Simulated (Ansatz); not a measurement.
A self-consistent single point of LaTl3 (P4mm, 4 atoms in the cell) with Ansatz (a first-principles code).

Level of theory: PBEsol, default PAW files made with PBE (plane waves; Ansatz).

```yaml
crystal:
  lattice:
    - [4.83763, 0.00000, 0.00000]
    - [0.00000, 4.83763, 0.00000]
    - [0.00000, 0.00000, 4.83763]
  atoms:
    - { symbol: La, position: [0.00000, 0.00000, 0.01034] }
    - { symbol: Tl, position: [0.00000, 0.50000, 0.50000] }
    - { symbol: Tl, position: [0.50000, 0.00000, 0.50000] }
    - { symbol: Tl, position: [0.50000, 0.50000, 0.00000] }
```

Reference input (self-consistent single point, DFT, PBEsol, plane waves, default PAW files made with PBE): basis.ecutwfc = 30.9 Ry; kpoints.mp_grid.grid = 7 7 7; hamiltonian.xc = pbesol; hamiltonian.pseudopotentials = {kind: paw} (the program's default PAW files); scf.occupations.method = fermi_dirac; scf.occupations.width = 0.0073 Ry. This run's input differs from it in these lines:

Ansatz 0.2 input:
```diff
@@ -15,3 +15,3 @@
   mp_grid:
-    grid: [7, 7, 7]
+    grid: [12, 12, 12]
 hamiltonian:
@@ -23,3 +23,3 @@
     method: fermi_dirac
-    width: 0.0073 Ry
+    width: 0.022 Ry
 output:
```

The program printed (abridged):

```
SCF iter   1: F=—  HF=-40050.279016 eV  |F-HF|=—  |Δ(HF+E_count)|=         —  Δρ=5.88e-3  dr2=5.34e-2  ethr=1.77e-3  ⟨swp⟩=7.8  Hψ=63222  notcnv=0
all-band conjugate gradients solve this SCF's bands
automatic band count: the SCF goes on with 43 bands, as 34 were too few: the levels above may hold too much charge
preconditioner: auto → Kerker (q_TF=auto, 2.381 Å⁻¹)
SCF iter   2: F=—  HF=-40050.267543 eV  |F-HF|=—  |Δ(HF+E_count)|=   1.15e-2  Δρ=3.26e-3  dr2=1.81e-2  ethr=1.07e-4  ⟨swp⟩=1.9  Hψ=10172  notcnv=0
SCF iter   3: F=—  HF=-40050.263315 eV  |F-HF|=—  |Δ(HF+E_count)|=   4.23e-3  Δρ=5.16e-4  dr2=4.72e-4  ethr=3.63e-5  ⟨swp⟩=1.6  Hψ=10710  notcnv=0
SCF iter   4: F=—  HF=-40050.263200 eV  |F-HF|=—  |Δ(HF+E_count)|=   1.16e-4  Δρ=7.01e-5  dr2=6.34e-6  ethr=9.44e-7  ⟨swp⟩=2.1  Hψ=13002  notcnv=0
SCF iter   5: F=—  HF=-40050.263194 eV  |F-HF|=—  |Δ(HF+E_count)|=   5.51e-6  Δρ=1.89e-5  dr2=6.15e-7  ethr=1.27e-8  ⟨swp⟩=2.0  Hψ=13658  notcnv=0
SCF iter   6: F=-40050.263194 eV  HF=-40050.263194 eV  |F-HF|=2.75e-8  |Δ(HF+E_count)|=   7.97e-8  Δρ=5.91e-6  dr2=8.51e-8  ethr=2.00e-10  ⟨swp⟩=6.2  Hψ=35339  notcnv=0
SCF 1 converged in 6 iterations: F = -40050.263194 eV  dr2 = 8.51e-8
Free energy (F): -40050.263194 eV
Internal energy: -40049.485631 eV  (E = F + TS)
E sigma→0 (E₀):  -40049.874413 eV
Entropy (-TS):   -0.777563 eV (-194.391 meV/atom)
Fermi energy:    11.504614 eV
--- Forces (eV/Å), atoms counted from 1 ---
  atom   1  La    -0.00000000     0.00000000    -0.20223015
  atom   2  Tl     0.00000000     0.00000000     0.11033172
  atom   3  Tl     0.00000000     0.00000000     0.11033172
  atom   4  Tl     0.00000000     0.00000000    -0.01843321
--- Stress (GPa, compression-positive) ---
       -0.634522       0.000000      -0.000000
        0.000000      -0.634522       0.000000
       -0.000000       0.000000      -0.631543
  P = ⅓ Tr σ = -0.6335 GPa (-6.335 kbar)
  The stress holds the Pulay correction. Without it, at fixed plane waves, as pw.x and ABINIT print it: P = -0.6676 GPa
```

The run converged in 6 iterations. Against the reference run the free energy falls by 80.9 meV/atom, the pressure goes from -1.29 to -0.63 GPa and the largest force hardly changes (0.204 to 0.202 eV/Å).

The starting cell comes from a database of computed structures (which also holds hypothetical and non-ambient phases and stackings), without a prior relaxation at this level. Its lattice was rescaled by up to half a per cent. One atom was moved a little off its site on purpose. Ansatz's pressure includes its estimate of the finite-basis (Pulay) stress.

Cost on one core of a shared machine: roughly 60 s.
